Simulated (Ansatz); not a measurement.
## HfC: pressure series

Base system: HfC in the rock salt structure (space group Fm-3m, No. 225; a = 4.651 Å).

Cell and atoms are relaxed at each pressure.

Method: DFT with PBE, PAW potentials and a 420 eV plane-wave cutoff in Ansatz (a first-principles code), scalar-relativistic without spin-orbit coupling.

```tsv
P (GPa)	V (Å³/atom)
-1.00	12.634
0.89	12.533
2.09	12.470
4.48	12.350
9.00	12.137
15.00	11.880
22.50	11.591
30.00	11.331
```

Fit a third-order Birch–Murnaghan equation of state.

Least squares on P(V) = (3B₀/2)[(V₀/V)^(7/3) − (V₀/V)^(5/3)]·[1 + (3/4)(B₀′ − 4)((V₀/V)^(2/3) − 1)] gives V₀ = 12.58 Å³/atom, B₀ = 234 GPa and B₀′ = 3.9.

Load acts through the strain it causes; cell and atoms are relaxed under it. No phonon test of stability was made. Competing high-pressure phases were not computed. The final runs are not spin-polarised.
